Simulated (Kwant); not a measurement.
System: GaAs/Al0.3Ga0.7As stack with 1 barrier. One parabolic valley. Leads of mass 0.067 mₑ with the band edge at 0; grid 0.1 nm; bias 0 V, dropping linearly over the stack.

```tsv
layer	thickness (nm)	band offset (eV)	mass (mₑ)
1	3.6	0.24	0.092
```

Constants are typed, rounded textbook-type inputs, not results; the design itself was drawn at random and stands for no fabricated device.

Model: one-band effective-mass tight-binding model in one dimension, coherent, no space charge (Kwant).

**Question.** Work out the transmission below the barrier top from T = 1/(1 + ((ζ + 1/ζ)/2)² sinh²(κa)), ζ = (k/m_lead)/(κ/m_barrier).

**Answer.** E = 0.04662 eV: k = 0.2863 nm⁻¹, κ = 0.6833 nm⁻¹, ζ = 0.5753, T = 0.0217. The simulation gives 0.0217, the same within the digits that matter. E = 0.1193 eV: k = 0.4580 nm⁻¹, κ = 0.5399 nm⁻¹, ζ = 1.165, T = 0.0771. The simulation gives 0.0771, the same within the digits that matter. E = 0.1829 eV: k = 0.5671 nm⁻¹, κ = 0.3714 nm⁻¹, ζ = 2.097, T = 0.161. The simulation gives 0.161, the same within the digits that matter. What differs comes from the grid.
